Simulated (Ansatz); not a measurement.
BaZrO3: pressure 3 GPa

Consider BaZrO3 in the cubic perovskite structure (space group Pm-3m, No. 221; a = 4.1807 Å).

Modification: cell and atoms relaxed at a pressure of 3 GPa.

Method: PBEsol/PAW in Ansatz (an electronic-structure program), without spin-orbit coupling, earlier PAW set. Settings: 8×8×8 k-points, 0.05 eV Fermi–Dirac smearing.

The density rises by 0.112 g/cm³ to 6.40 g/cm³ and the lattice parameter a shrinks by 0.025 Å (4.181 Å → 4.156 Å). The shortest interatomic distance drops by 0.012 Å to 2.078 Å and the enthalpy H = E + PV relative to the base's energy comes out as +0.27 eV/atom. The band gap rises by 0.04 eV to 3.22 eV (an upper bound: an edge found on the path is not a true extremum; the base alone).

Final structure:

```yaml
crystal:
  lattice:
    - [4.15611, 0.00000, 0.00000]
    - [0.00000, 4.15611, 0.00000]
    - [0.00000, 0.00000, 4.15611]
  atoms:
    - { symbol: Ba, position: [0.00000, 0.00000, 0.00000] }
    - { symbol: Zr, position: [0.50000, 0.50000, 0.50000] }
    - { symbol: O, position: [0.00000, 0.50000, 0.50000] }
    - { symbol: O, position: [0.50000, 0.50000, 0.00000] }
    - { symbol: O, position: [0.50000, 0.00000, 0.50000] }
```

Cost of the whole job for the changed cell (relaxation, final SCF and bands): roughly 40 core-seconds.

Load acts through the strain it causes; cell and atoms are relaxed under it. Stability against distortions was not tested.
